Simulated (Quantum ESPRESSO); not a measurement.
Quantum ESPRESSO run on SiP₂O₇ (P2_1/c, 20 atoms in the cell): self-consistent single point.

Method of the run: LDA (PZ), GBRV 1.5 ultrasoft (LDA) pseudopotentials (plane waves; Quantum ESPRESSO).

```yaml
crystal:
  lattice:
    - [4.34516, 0.00000, 0.00000]
    - [0.00000, 7.23535, 0.00000]
    - [-1.50386, 0.00000, 6.17507]
  atoms:
    - { symbol: Si, position: [0.50000, 0.00000, 0.00000] }
    - { symbol: Si, position: [0.50000, 0.50000, 0.50000] }
    - { symbol: P, position: [0.11248, 0.11152, 0.31668] }
    - { symbol: P, position: [0.88752, 0.88848, 0.68332] }
    - { symbol: P, position: [0.88752, 0.61152, 0.18332] }
    - { symbol: P, position: [0.11248, 0.38848, 0.81668] }
    - { symbol: O, position: [0.34982, 0.98937, 0.23685] }
    - { symbol: O, position: [0.65018, 0.01063, 0.76315] }
    - { symbol: O, position: [0.65018, 0.48937, 0.26315] }
    - { symbol: O, position: [0.34982, 0.51063, 0.73685] }
    - { symbol: O, position: [0.26365, 0.29200, 0.40849] }
    - { symbol: O, position: [0.73635, 0.70800, 0.59151] }
    - { symbol: O, position: [0.73635, 0.79200, 0.09151] }
    - { symbol: O, position: [0.26365, 0.20800, 0.90849] }
    - { symbol: O, position: [0.80965, 0.14248, 0.13964] }
    - { symbol: O, position: [0.19035, 0.85752, 0.86036] }
    - { symbol: O, position: [0.19035, 0.64248, 0.36036] }
    - { symbol: O, position: [0.80965, 0.35752, 0.63964] }
    - { symbol: O, position: [0.00000, 0.00000, 0.50000] }
    - { symbol: O, position: [0.00000, 0.50000, 0.00000] }
```

Reference input (self-consistent single point, DFT, PBEsol, plane waves, GBRV 1.5 ultrasoft (PBESOL) pseudopotentials): ecutwfc = 40 Ry; ecutrho = 200 Ry; occupations = smearing; smearing = fermi-dirac; degauss = 0.0036749 Ry; potentials = {Si: si_pbesol_v1.uspp.F.UPF, P: p_pbesol_v1.5.uspp.F.UPF, O: o_pbesol_v1.2.uspp.F.UPF}; K_POINTS = automatic 4 3 3 0 0 0; conv_thr = 1e-08 Ry. This run's input differs from it in these lines:

```diff
@@ -26,5 +26,5 @@
 ATOMIC_SPECIES
-Si    28.0850  si_pbesol_v1.uspp.F.UPF
-P     30.9738  p_pbesol_v1.5.uspp.F.UPF
-O     15.9990  o_pbesol_v1.2.uspp.F.UPF
+Si    28.0850  si_lda_v1.uspp.F.UPF
+P     30.9738  p_lda_v1.5.uspp.F.UPF
+O     15.9990  o_lda_v1.2.uspp.F.UPF
 ATOMIC_POSITIONS {crystal}
```

Output (repeated stretches shortened):

```
     Self-consistent Calculation

     iteration #  1     ecut=    40.00 Ry     beta= 0.70

     total energy              =    -532.94127286 Ry
     estimated scf accuracy    <       4.57424511 Ry

     iteration #  2     ecut=    40.00 Ry     beta= 0.70

     total energy              =    -534.44092456 Ry
     estimated scf accuracy    <       3.03810197 Ry

     iteration #  3     ecut=    40.00 Ry     beta= 0.70

     total energy              =    -534.91948594 Ry
     estimated scf accuracy    <       0.05665597 Ry

   [... 6 blocks of this kind left out ...]

     iteration # 10     ecut=    40.00 Ry     beta= 0.70

     total energy              =    -534.94241454 Ry
     estimated scf accuracy    <       0.00000003 Ry

     iteration # 11     ecut=    40.00 Ry     beta= 0.70
     End of self-consistent calculation

     the Fermi energy is     7.9353 ev

!    total energy              =    -534.94241455 Ry
     estimated scf accuracy    <          7.4E-10 Ry
     smearing contrib. (-TS)   =       0.00000000 Ry
     internal energy E=F+TS    =    -534.94241455 Ry

     convergence has been achieved in  11 iterations

     Forces acting on atoms (cartesian axes, Ry/au):

     atom    1 type  1   force =     0.00000000   -0.00000000    0.00000000
     atom    2 type  1   force =     0.00000000    0.00000000    0.00000000
     atom    3 type  2   force =     0.00085862   -0.00049819   -0.00339763
     atom    4 type  2   force =    -0.00085862    0.00049819    0.00339763
     atom    5 type  2   force =    -0.00085862   -0.00049819    0.00339763
   [... lines left out ...]

     Total force =     0.028695     Total SCF correction =     0.000032

          total   stress  (Ry/bohr**3)                   (kbar)     P=      -93.99
  -0.00065671   0.00000000  -0.00000320          -96.60        0.00       -0.47
   0.00000000  -0.00063211   0.00000000            0.00      -92.99        0.00
  -0.00000320   0.00000000  -0.00062799           -0.47        0.00      -92.38

   JOB DONE.
```

The run converged in 11 iterations. Against the reference run the pressure goes from -3.42 to -9.40 GPa, the largest force goes from 0.137 to 0.273 eV/Å and the gap on the mesh moves little (4.983 to 4.984 eV).

The starting cell comes from a database of computed structures (which also holds hypothetical and non-ambient phases and stackings), without a prior relaxation at this level. With a pressure of about -9 GPa the cell is away from its equilibrium volume at this level.

Cost on one core of a shared machine: roughly 2 min.
